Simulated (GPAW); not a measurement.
Worked example: self-consistent single point of LiF (Fm-3m, 2 atoms in the cell) in GPAW.

Level of theory: PBE, GPAW PAW datasets PBE (gpaw-data 1.0.1) (plane waves; GPAW).

The change in words: lattice scaled by 0.98. Reference geometry:
```
LiF
1.0
    0.00000     2.01500     2.01500
    2.01500     0.00000     2.01500
    2.01500     2.01500     0.00000
Li F
1 1
Direct
  0.00000   0.00000   0.00000
  0.50000   0.50000   0.50000
```

Reference input (self-consistent single point, DFT PBE, plane waves, GPAW PAW datasets PBE (gpaw-data 1.0.1)): mode = pw; ecut = 950 eV; xc = PBE; kpts = 7 7 7; mesh shift (steps) = 0 0 0; occupations.name = fermi-dirac; occupations.width = 0.02 eV; nbands = -8; convergence.density = 1e-05 e/electron; convergence.bands = -6; symmetry.symmorphic = false; symmetry.tolerance = 0.0005. This run's input differs from it in these lines:

```diff
@@ -5,5 +5,5 @@
 atoms = Atoms(['Li', 'F'],
-              cell=[[0.000000, 2.015000, 2.015000],
-                    [2.015000, 0.000000, 2.015000],
-                    [2.015000, 2.015000, 0.000000]],
+              cell=[[0.000000, 1.974700, 1.974700],
+                    [1.974700, 0.000000, 1.974700],
+                    [1.974700, 1.974700, 0.000000]],
               scaled_positions=[[0.000000, 0.000000, 0.000000],
```

Log, with long lists cut:

```
     iter     time        total  log10-change:
                         energy   eigst   dens
iter:   1 --:--:--    -9.768982   +1.16
iter:   2 --:--:--    -9.712500   -0.38  -1.14
iter:   3 --:--:--    -9.546248   -1.27  -1.18
iter:   4 --:--:--    -9.554288   -2.43  -1.40
iter:   5 --:--:--    -9.557301   -2.79  -1.72
iter:   6 --:--:--    -9.557348c  -4.48  -2.87
iter:   7 --:--:--    -9.557301c  -4.60  -2.83
iter:   8 --:--:--    -9.557303c  -6.36  -3.56
iter:   9 --:--:--    -9.557303c  -8.39c -4.21
iter:  10 --:--:--    -9.557303c  -6.40  -4.22
iter:  11 --:--:--    -9.557303c  -8.86c -5.28c
Converged after 11 iterations.

Dipole moment: (0.000000, -0.000000, -0.000000) |e|*Ang

Energy contributions relative to reference atoms: (reference = -2916.868605)

Kinetic:        +12.883484
Potential:      -12.098598
External:        +0.000000
XC:             -10.360304
Entropy (-ST):   -0.000000
Local:           +0.018116
SIC:             +0.000000
--------------------------
Free energy:     -9.557303
Extrapolated:    -9.557303

Showing only first 2 kpts
 Kpt  Band  Eigenvalues  Occupancy
  0     2     -0.28096    2.00000
  0     3     -0.28096    2.00000
  0     4      9.33842    0.00000
  0     5     24.74658    0.00000

  1     2     -0.49425    2.00000
  1     3     -0.49424    2.00000
  1     4     10.16752    0.00000
  1     5     21.38523    0.00000

Fermi level: 3.35228

Gap: 9.619 eV
Transition (v -> c):
  (s=0, k=0, n=3, [0.00, 0.00, 0.00]) -> (s=0, k=0, n=4, [0.00, 0.00, 0.00])
No difference between direct/indirect transitions
Energy (eV): -9.557303

Forces in eV/Ang:
  0 Li    0.00000    0.00000    0.00000
  1 F    -0.00000    0.00000   -0.00000

Stress tensor:
    -0.049007    -0.000000    -0.000000
    -0.000000    -0.049007    -0.000000
    -0.000000    -0.000000    -0.049007
Stress (GPa, Voigt): [-7.8519 -7.8519 -7.8519 -0.     -0.     -0.    ]
```

The run converged in 11 iterations. GPAW prints stress with tension positive. Against the reference run the free energy rises by 19.7 meV/atom and the gap on the mesh goes from 9.061 to 9.619 eV.

At such cutoffs GPAW's stress carries a finite-basis (Pulay) error, which enters relaxed cells too; its log prints stress with tension positive.

The starting cell has typed, rounded lattice constants, without a prior relaxation at this level. For this run, on top of that: lattice scaled by 0.98.
